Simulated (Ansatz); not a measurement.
Consider MoSi₂ (space group I4/mmm, No. 139; a = 3.190 Å, c = 7.821 Å).

It is then changed as follows: every Mo is replaced by W; the structure is relaxed again.

Levels (all Ansatz, a program for electronic structure, PAW): PBEsol (420 eV, no spin-orbit coupling); r2SCAN (500 eV, no spin-orbit coupling).

The geometry is relaxed with PBEsol.

```
Item               Value
---------------  -------
PBEsol pressure  0.0 GPa
```

Question: What does r2SCAN give at this geometry for the pressure?

Answer: The pressure goes from zero to 0.8 GPa.

Single points use the geometry relaxed with PBEsol. Their cutoffs differ, which shifts pressures a little. Stability against distortions was not tested. All final runs are without spin polarisation.
